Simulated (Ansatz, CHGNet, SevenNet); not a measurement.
SnO2 (model structure, started from the tetragonal ZrO2 type, P4₂/nmc, No. 137, 6 atoms in the cell): properties by level of theory

| level (code) | lattice constant a (Å) | lattice parameter c (Å) |
|---|---|---|
| CHGNet 0.3.0 | 3.613 | 5.451 |
| SevenNet-0 | 3.608 | 5.532 |
| SevenNet-l3i5 | 3.601 | 5.511 |
| PBE-D3(BJ) (Ansatz) | 3.576 | 5.456 |

Ansatz's density-functional and Hartree–Fock values are scalar-relativistic unless marked +SOC, with PAW data made under PBE.

The computed numbers hold no vibrational or temperature effects.

A model structure was made by putting elements into a prototype or built by hand; it is no filed structure, need not be a known phase, and can be a saddle point held by its symmetry.

Ansatz is a program for electronic structure.
